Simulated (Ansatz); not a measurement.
An Ansatz (an electronic-structure program) input for monoclinic HfO2 with two La and one O vacancy, 48 sites:

Ansatz 0.2 input:
```yaml
crystal:
  lattice:
    - [10.3230491, 0.0, 0.0]
    - [0.0, 10.4240176, 0.0]
    - [-0.8983005, 0.0, 5.2765359]
  atoms:
    - { symbol: La, position: [0.122592328, 0.237675427, 0.717379522] }
    - { symbol: Hf, position: [0.141585064, 0.728120755, 0.705122813] }
    - { symbol: Hf, position: [0.631519152, 0.24521177, 0.717336085] }
    - { symbol: Hf, position: [0.632214411, 0.727288099, 0.704985843] }
    - { symbol: Hf, position: [0.341283407, 0.279441597, 0.288338075] }
    - { symbol: Hf, position: [0.35999892, 0.772500854, 0.294377776] }
    - { symbol: La, position: [0.85372446, 0.259390992, 0.276677906] }
    - { symbol: Hf, position: [0.862241384, 0.764309087, 0.307375188] }
    - { symbol: Hf, position: [0.361490525, 0.483623317, 0.793891217] }
    - { symbol: Hf, position: [0.357329817, 0.984536608, 0.786283436] }
    - { symbol: Hf, position: [0.856040005, 0.484921102, 0.804993151] }
    - { symbol: Hf, position: [0.869876144, 0.95923962, 0.81419316] }
    - { symbol: Hf, position: [0.144382281, 0.015957594, 0.201426486] }
    - { symbol: Hf, position: [0.134834195, 0.52976426, 0.199355755] }
    - { symbol: Hf, position: [0.633191916, 0.002741729, 0.160214627] }
    - { symbol: Hf, position: [0.632562723, 0.520635785, 0.212043738] }
    - { symbol: O, position: [0.03822195, 0.047613218, 0.819767904] }
    - { symbol: O, position: [0.041081874, 0.567927863, 0.813229739] }
    - { symbol: O, position: [0.521055574, 0.100525988, 0.861862753] }
    - { symbol: O, position: [0.527949724, 0.589787992, 0.846912276] }
    - { symbol: O, position: [0.469141438, 0.400160417, 0.140600276] }
    - { symbol: O, position: [0.463391191, 0.914853374, 0.15003928] }
    - { symbol: O, position: [0.96061425, 0.44297981, 0.175534235] }
    - { symbol: O, position: [0.959577838, 0.921892362, 0.184526171] }
    - { symbol: O, position: [0.456283088, 0.333278836, 0.632539974] }
    - { symbol: O, position: [0.469973281, 0.84555833, 0.64973703] }
    - { symbol: O, position: [0.913431346, 0.306029099, 0.725035443] }
    - { symbol: O, position: [0.961292429, 0.807717543, 0.680173602] }
    - { symbol: O, position: [0.060595308, 0.179378772, 0.27566403] }
    - { symbol: O, position: [0.042060618, 0.682140883, 0.327017669] }
    - { symbol: O, position: [0.655547472, 0.147330457, 0.405068329] }
    - { symbol: O, position: [0.530207622, 0.666646515, 0.348037979] }
    - { symbol: O, position: [0.230607303, 0.388233919, 0.999684759] }
    - { symbol: O, position: [0.227133139, 0.869801544, 0.976654026] }
    - { symbol: O, position: [0.709882529, 0.38115747, 0.978306845] }
    - { symbol: O, position: [0.724954688, 0.856950756, 0.986921196] }
    - { symbol: O, position: [0.283879089, 0.126695445, 0.031742563] }
    - { symbol: O, position: [0.27673633, 0.634070741, 0.016249242] }
    - { symbol: O, position: [0.763834974, 0.108775722, -0.053720312] }
    - { symbol: O, position: [0.770783463, 0.626395763, 0.031124863] }
    - { symbol: O, position: [0.292595138, 0.115648022, 0.505854441] }
    - { symbol: O, position: [0.279035083, 0.627512458, 0.520260463] }
    - { symbol: O, position: [0.772746063, 0.630050866, 0.529190013] }
    - { symbol: O, position: [0.226011239, 0.395752475, 0.473213812] }
    - { symbol: O, position: [0.224107415, 0.878110135, 0.480128421] }
    - { symbol: O, position: [0.703222154, 0.399749825, 0.497128813] }
    - { symbol: O, position: [0.733779748, 0.890515273, 0.484178122] }
basis:
  ecutwfc: 420
  ecutrho_ratio: 4
  xc_grid: 2
kpoints:
  mp_grid: { grid: [2, 2, 4] }
hamiltonian:
  xc: pbe
  dispersion: none
  pseudopotentials: { kind: paw }
scf:
  n_extra_bands: 35
  occupations: { method: fermi_dirac, width: 0.01 }
output:
  forces: true
  stress: true
  eigenstates: { kpoints: [[0, 0, 0]], e_range: [-4.0, 6.0], localisation: true }
relax:
  f_tol: 0.03
  max_steps: 100
  cell: { stress_tol: 0.15 }
```

The numbers are results of PBE (plane waves to 420 eV, PAW; Ansatz), not measurements. No spin–orbit coupling. Its k-point mesh 2×2×4, Fermi–Dirac width 0.01 eV.

Q: What does the end of the output print (band table and long remarks left out, numbers rounded to eight decimals)?

A: 
```
SCF converged after 6 iterations
Free energy (F): -250272.866886 eV
Harris-Foulkes:  -250272.866886 eV  (|F-HF|=3.78e-10)
Internal energy: -250272.866886 eV  (E = F + TS)
E sigma→0 (E₀):  -250272.866886 eV
Fermi energy:    14.683051 eV
--- Per-component energies (eV) ---
  E_band       = -696.805373
  E_kinetic    = 11701.139329
  E_local      = -98480.827638  (includes V_loc(G=0)·N_el)
  E_nonlocal   = -15723.500426
  E_hartree    = 45012.363916
  E_xc         = -6766.034623
  E_vxc        = -6940.090536  (∫ρ·V_xc dr)
  E_paw        = -112711.239410  (= ΣΔE_a)
  E_vpaw       = 18721.668454  (= ΣTr[D̂ρ^β])
  E_aug_tail   = 0.076518  (compensation charges beyond the density's cutoff)
  E_ewald      = -73304.844552
  E_smearing   = 0.000000  (= −TS)
  E_closure    = 0.000000  (closes the sum)
  Σ components = -250272.866886   (vs F -250272.866886, Δ=0.00e0)
--- Forces (eV/Å), atoms counted from 1 ---
  atom   1  La    -0.00940819     0.00501797    -0.00204280
  atom   2  Hf    -0.00671808    -0.00548871    -0.00291880
  atom   3  Hf     0.00745415     0.00279935     0.00676786
  atom   4  Hf     0.00556081    -0.00167334    -0.00354076
  atom   5  Hf    -0.00386020     0.00479844    -0.00495919
  atom   6  Hf    -0.00310333    -0.00207992     0.00015655
  atom   7  La     0.00546769     0.00305838     0.00421522
  atom   8  Hf     0.00616990     0.00194332     0.00406895
  atom   9  Hf    -0.00243787     0.00195164     0.00153799
  atom  10  Hf    -0.00238398    -0.00535691    -0.00338716
  atom  11  Hf     0.00529657     0.00139893     0.00255213
  atom  12  Hf     0.00120692    -0.00967046     0.00070596
  atom  13  Hf    -0.00926375    -0.00368156    -0.00520734
  atom  14  Hf    -0.00814366     0.00406470    -0.00292635
  atom  15  Hf     0.00901653    -0.00384364     0.00277507
  atom  16  Hf     0.00276835     0.00364906    -0.00214115
  atom  17  O      0.00334346     0.00414414     0.00328386
  atom  18  O      0.00297632     0.00152661     0.00133310
  atom  19  O      0.00033587     0.00126366     0.00051253
  atom  20  O     -0.00366530    -0.00325129     0.00140845
  atom  21  O     -0.00140853    -0.00162826     0.00142691
  atom  22  O      0.00165727    -0.00002279    -0.00320284
  atom  23  O      0.00197444    -0.00530973     0.00220276
  atom  24  O      0.00283579     0.00276291    -0.00119741
  atom  25  O     -0.00015737     0.00064817    -0.00094525
  atom  26  O     -0.00225435     0.00462269     0.00136344
  atom  27  O      0.00484036    -0.00528078    -0.01051368
  atom  28  O      0.00137252     0.00101592     0.00227955
  atom  29  O     -0.00470410     0.00090900     0.00711637
  atom  30  O      0.00290087    -0.00074678     0.00222362
  atom  31  O     -0.00322382     0.00197068     0.00000577
  atom  32  O     -0.00269645     0.00124900    -0.00050029
  atom  33  O      0.00480176    -0.00422569    -0.00011909
  atom  34  O      0.00166487     0.00315980     0.00116534
  atom  35  O     -0.00495700     0.00233054    -0.00190165
  atom  36  O     -0.00260843     0.00419733    -0.00197086
  atom  37  O      0.00321253    -0.00243794     0.00215083
  atom  38  O     -0.00063500    -0.00024300     0.00061345
  atom  39  O     -0.00309052    -0.00098231    -0.00355898
  atom  40  O     -0.00236950    -0.00230045     0.00017799
  atom  41  O      0.00329882    -0.00005559     0.00320034
  atom  42  O      0.00443689    -0.00016044     0.00041036
  atom  43  O     -0.00239067     0.00256277     0.00261758
  atom  44  O      0.00267956    -0.00340247     0.00105662
  atom  45  O      0.00124296     0.00044733    -0.00191877
  atom  46  O     -0.00504051    -0.00265444    -0.00270056
  atom  47  O     -0.00199092     0.00300227    -0.00167585
  max |Σ_I F_I| component: 3.70e-6 eV/Å
--- Stress (GPa, compression-positive) ---
        0.034567      -0.006439       0.008939
       -0.006439       0.042803      -0.016877
        0.008939      -0.016877       0.020148
  P = ⅓ Tr σ = 0.0325 GPa (0.325 kbar)
--- Relaxed structure (7 steps of the walk, 7 accepted, 2 SCFs on fresh bases) ---
  F+E_penalty+E_count = -250272.86688606 eV   max|allowed force component| = 1.051e-2 eV/Å   (the final SCF, on the basis selected at the relaxed cell)
  cell:  # Å, volume = 594.4802 Å³
    - [10.52724721, -0.07472066, 0.08678250]
    - [-0.07545149, 10.61583515, -0.05057442]
    - [-0.87171148, -0.01909817, 5.31267226]
  atoms:
    - { symbol: La, position: [0.12307369, 0.23550541, 0.72077014] }
    - { symbol: Hf, position: [0.14107164, 0.72847014, 0.70785292] }
    - { symbol: Hf, position: [0.62854311, 0.24361267, 0.71714862] }
    - { symbol: Hf, position: [0.62737338, 0.72483663, 0.70880456] }
    - { symbol: Hf, position: [0.34089518, 0.28262722, 0.28589647] }
    - { symbol: Hf, position: [0.36101732, 0.77324698, 0.29353719] }
    - { symbol: La, position: [0.85283886, 0.26216272, 0.27022677] }
    - { symbol: Hf, position: [0.86322610, 0.76426113, 0.30855578] }
    - { symbol: Hf, position: [0.35982159, 0.48339999, 0.79248022] }
    - { symbol: Hf, position: [0.35823548, 0.98615529, 0.78480083] }
    - { symbol: Hf, position: [0.85591200, 0.48575504, 0.80129890] }
    - { symbol: Hf, position: [0.87284480, 0.95775513, 0.81703404] }
    - { symbol: Hf, position: [0.14443747, 0.01615600, 0.20602132] }
    - { symbol: Hf, position: [0.13316224, 0.52982447, 0.20235253] }
    - { symbol: Hf, position: [0.63568829, 0.00179432, 0.16007194] }
    - { symbol: Hf, position: [0.63253184, 0.52005905, 0.21657529] }
    - { symbol: O, position: [0.03780278, 0.04892013, 0.82895947] }
    - { symbol: O, position: [0.03963570, 0.57410672, 0.82310216] }
    - { symbol: O, position: [0.52141757, 0.10053113, 0.86405283] }
    - { symbol: O, position: [0.52668993, 0.58864016, 0.85102917] }
    - { symbol: O, position: [0.46763513, 0.40222925, 0.13662787] }
    - { symbol: O, position: [0.46550968, 0.91471160, 0.14688944] }
    - { symbol: O, position: [0.96181360, 0.44069432, 0.16642581] }
    - { symbol: O, position: [0.96274424, 0.91422404, 0.17551275] }
    - { symbol: O, position: [0.45722697, 0.33233005, 0.62737838] }
    - { symbol: O, position: [0.46968065, 0.84398311, 0.64766118] }
    - { symbol: O, position: [0.91863676, 0.31512415, 0.70688807] }
    - { symbol: O, position: [0.96366663, 0.81103216, 0.67337807] }
    - { symbol: O, position: [0.05450120, 0.16995560, 0.29271588] }
    - { symbol: O, position: [0.04044708, 0.67821944, 0.33522609] }
    - { symbol: O, position: [0.65528341, 0.14781012, 0.40453668] }
    - { symbol: O, position: [0.52876927, 0.66556449, 0.35060010] }
    - { symbol: O, position: [0.23076904, 0.38810633, 0.99860006] }
    - { symbol: O, position: [0.22899455, 0.87035227, 0.97648573] }
    - { symbol: O, position: [0.70978620, 0.37940482, 0.97645406] }
    - { symbol: O, position: [0.72444844, 0.85570963, 0.98213551] }
    - { symbol: O, position: [0.28193460, 0.12719350, 0.03075431] }
    - { symbol: O, position: [0.27572779, 0.63398195, 0.01892219] }
    - { symbol: O, position: [0.76415155, 0.10789709, -0.05486341] }
    - { symbol: O, position: [0.76966249, 0.62442263, 0.03550106] }
    - { symbol: O, position: [0.29199134, 0.11657756, 0.50624796] }
    - { symbol: O, position: [0.27691411, 0.62810397, 0.52392877] }
    - { symbol: O, position: [0.76931285, 0.63209231, 0.53281937] }
    - { symbol: O, position: [0.22763580, 0.39525481, 0.47357554] }
    - { symbol: O, position: [0.22635707, 0.87858098, 0.47898049] }
    - { symbol: O, position: [0.70296226, 0.40012958, 0.49663888] }
    - { symbol: O, position: [0.74181842, 0.89709440, 0.47606673] }
```

Cost: about 22 core-minutes (a rough figure).
